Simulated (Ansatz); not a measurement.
**Ga2Se3 under a change: pressure 5 GPa**

Start from Ga2Se3 (space group Cc, No. 9; a = 6.650 Å, b = 11.649 Å, c = 6.637 Å, α = γ = 90.00°, β = 108.84°).

The change: a hydrostatic pressure of 5 GPa.

Level of theory: PBEsol (Ansatz, an electronic-structure program, PAW, spin-orbit coupling left out). Settings: 6×6×6 k-points, 0.05 eV Fermi–Dirac smearing.

```csv
quantity,base,changed,shift
volume per atom,24.33 Å³,21.83 Å³,-2.50 Å³
density,5.14 g/cm³,5.73 g/cm³,+0.59 g/cm³
shortest interatomic distance,2.343 Å,2.319 Å,-0.024 Å
enthalpy H = E + PV relative to the base's energy,–,+0.72 eV/atom,–
band gap,1.08 eV,1.19 eV,+0.11 eV
gap character,direct at Γ,direct at Γ,–
width of the top valence band,0.88 eV,1.22 eV,+0.34 eV
"valence-band top at Γ (three highest levels, from the VBM)","0.00, -0.21, -0.53 eV","0.00, -0.17, -0.55 eV",–
"valley order (the lowest conduction-band minima on the path, energy above the VBM, named in the base's zone)","Γ 1.08 eV; L₂ (0, 1/2, 1/2) 1.49 eV; Y (1/2, 1/2, 0) 1.58 eV; V₂ (0, 1/2, 0) 2.34 eV","Γ 1.19 eV; L₂ (1/2, 0, 1/2) 1.34 eV; Y (1/2, 1/2, 0) 1.44 eV; V₂ (1/2, 0, 0) 2.02 eV",–
```

Final structure:

```
CELL_PARAMETERS angstrom
      3.21902    -5.57326    -0.01141
      3.21902     5.57326    -0.01141
     -2.09699     0.00000     6.09146
ATOMIC_POSITIONS crystal
  Ga 0.78130 0.27481 0.50493
  Ga 0.27481 0.78130 0.00493
  Ga 0.41387 0.58768 0.50101
  Ga 0.58768 0.41387 0.00101
  Se 0.60771 0.76409 0.89399
  Se 0.76409 0.60771 0.39399
  Se 0.04640 0.19568 0.34933
  Se 0.19568 0.04640 0.84933
  Se 0.36139 0.90754 0.39832
  Se 0.90754 0.36139 0.89832
```

Load acts through the strain it causes; cell and atoms are relaxed under it. Whether these cells are dynamically stable was not tested. No other phases were tried under pressure.
